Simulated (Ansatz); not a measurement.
**InP, thickness series**

The parent structure is InP in the wurtzite structure (space group P6_3mc, No. 186; a model cell, its experimental status unchecked).

```
InP
1.0
    4.16948     0.00000     0.00000
   -2.08474     3.61087     0.00000
    0.00000     0.00000     6.84637
In P
2 2
Direct
  0.33333   0.66667   0.00015
  0.66667   0.33333   0.50015
  0.33333   0.66667   0.37465
  0.66667   0.33333   0.87465
```

Cartesian axes are those of the cell as printed.

Free-standing slabs (4 atom(s) a layer) normal to the y axis with 15 Å of vacuum; in-plane cell held at bulk.

Computed with r2SCAN (Ansatz, a program for electronic structure, PAW, spin-orbit coupling left out), earlier PAW set.

Notes on the quantities. excess energy per area of both faces: slab less bulk energy over the cell's area: twice a surface energy; layer's space group: with vacuum.

| case | band gap | excess energy per area of both faces | change of the spacing d23 from its bulk value of 2.407 Å | layer's space group | change of the spacing d12 from its bulk value of 1.204 Å |
|---|---|---|---|---|---|
| base | 1.09 eV | – | – | – | – |
| 1 layer | ___ | – | – | Pmn2_1 (No. 31) | – |
| 2 layers | 1.53 eV | 1.22 J/m² | +4.8 % | Pmc2_1 (No. 26) | -16.7 % |
| 3 layers | 1.37 eV | 1.26 J/m² | +2.6 % | Pmn2_1 (No. 31) | -16.2 % |
| 4 layers | 1.28 eV | 1.26 J/m² | +2.4 % | Pmc2_1 (No. 26) | -15.9 % |

Problem. What belongs in the blanks?

Solution. 
- 1 layer, band gap: 2.09 eV

Slab and bulk use different k-meshes, which limits the precision of the excess energy. No phonon test of stability was made. This is not the structure that InP has at room temperature and ambient pressure.
